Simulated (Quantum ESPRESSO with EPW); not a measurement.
rock-salt MgO: phonon-limited hole drift mobility along x against temperature (Quantum ESPRESSO with EPW, LDA, PseudoDojo 0.4 norm-conserving potentials with their local tails restored to the Coulomb form, DFPT electron-phonon coupling, iterative Boltzmann equation); coarse meshes 8×8×8 (k) and 4×4×4 (q), computed gap 5.07 eV.

```tsv
T (K)	μ (cm²/(V·s))
150	88.9
200	?
250	20.7
300	11.9
400	5.28
500	3.03
```

Question: Fit μ ∝ T^−p to the rows given and predict the row at 200 K.

Answer: With x = ln T and y = ln μ, x̄ = 5.6884, ȳ = 2.5533, Σ(x − x̄)(y − ȳ) = -2.421 and Σ(x − x̄)² = 0.8562, so p = 2.83. The law gives 38.7 cm²/(V·s) at 200 K; the calculation gives 40.7, 4.8 % from it. Acoustic deformation-potential scattering alone would give p = 1.5.

Rows move by under 10 % from a coarser fine mesh. The next coarser meshes give a 300 K value 3 % lower. Dilute carriers, scattering by harmonic phonons alone, dynamical quadrupoles left out; computed gap 5.07 eV. Without spin-orbit coupling the valence bands stay degenerate, which lowers hole mobilities. Leaving out quadrupoles slows convergence with the coarse q mesh. Geometry: relaxed with this functional.
